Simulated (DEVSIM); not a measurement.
Structure: Cr/Si3N4/p-GaAs capacitor, at 400 K.

| layer (left to right) | material | thickness (nm) | Na (cm⁻³) |
|---|---|---|---|
| 1 | Si3N4 | 9.80 | - |
| 2 | GaAs | 1100 | 1.8e16 |

Metal gate on the left, work function 4.5 eV. Fixed charge at the semiconductor interface -1.2e10 cm⁻² (in units of +e); no interface traps.

This is a model device: material constants are rounded textbook-type values typed into the input, and sizes, dopings and lifetimes were drawn at random. Values at 300 K; Nc and Nv go as T^1.5, mobilities as T to minus their exponent, the gap by Varshni's rule with the affinity fixed.

```csv
parameter,Si3N4,GaAs
gap (eV),5.1,1.424
affinity (eV),2.1,4.07
permittivity,7.5,12.9
Nc (cm⁻³),-,4.7e17
Nv (cm⁻³),-,9e18
Varshni α (eV/K),-,0.000541
Varshni β (K),-,204
```

DEVSIM, 1D Poisson equation in equilibrium, Boltzmann statistics, complete ionisation; no quantum confinement or tunnelling. Metal contacts follow the ideal Schottky-Mott rule: no Fermi-level pinning, no interface dipoles.

Tabulate band edges, carrier densities and field at 0.2 V on the gate.

Energies count from the Fermi level of the right contact; mesh points crowd at the junctions.

| x (μm) | Ec (eV) | Ev (eV) | n (cm⁻³) | p (cm⁻³) | field (V/cm) |
|---|---|---|---|---|---|
| 0.000 | 2.200 | -2.900 | < 1e2 | < 1e2 | 110000 |
| 0.001099 | 2.212 | -2.888 | < 1e2 | < 1e2 | 110000 |
| 0.002986 | 2.233 | -2.867 | < 1e2 | < 1e2 | 110000 |
| 0.005820 | 2.264 | -2.836 | < 1e2 | < 1e2 | 110000 |
| 0.008650 | 2.296 | -2.804 | < 1e2 | < 1e2 | 110000 |
| 0.009771 | 2.308 | -2.792 | < 1e2 | < 1e2 | 97000 |
| 0.01092 | 0.345 | -1.032 | 3.2e13 | 1400000 | 62000 |
| 0.01434 | 0.366 | -1.011 | 1.7e13 | 2500000 | 61000 |
| 0.02024 | 0.402 | -0.975 | 6.2e12 | 7200000 | 60000 |
| 0.03224 | 0.472 | -0.905 | 8.1e11 | 5.5e7 | 57000 |
| 0.05667 | 0.604 | -0.773 | 1.8e10 | 2.5e9 | 51000 |
| 0.1284 | 0.903 | -0.475 | 3100000 | 1.5e13 | 33000 |
| 0.2522 | 1.125 | -0.253 | 4900 | 9.1e15 | 5700 |
| 0.5043 | 1.148 | -0.229 | 2500 | 1.8e16 | ≈ 0 |
| 0.8662 | 1.148 | -0.229 | 2500 | 1.8e16 | ≈ 0 |
| 0.9866 | 1.148 | -0.229 | 2500 | 1.8e16 | ≈ 0 |
| 1.050 | 1.148 | -0.229 | 2500 | 1.8e16 | ≈ 0 |
| 1.081 | 1.148 | -0.229 | 2500 | 1.8e16 | ≈ 0 |
| 1.099 | 1.148 | -0.229 | 2500 | 1.8e16 | ≈ 0 |
| 1.105 | 1.148 | -0.229 | 2500 | 1.8e16 | ≈ 0 |
| 1.108 | 1.148 | -0.229 | 2500 | 1.8e16 | ≈ 0 |
| 1.110 | 1.148 | -0.229 | 2500 | 1.8e16 | ≈ 0 |
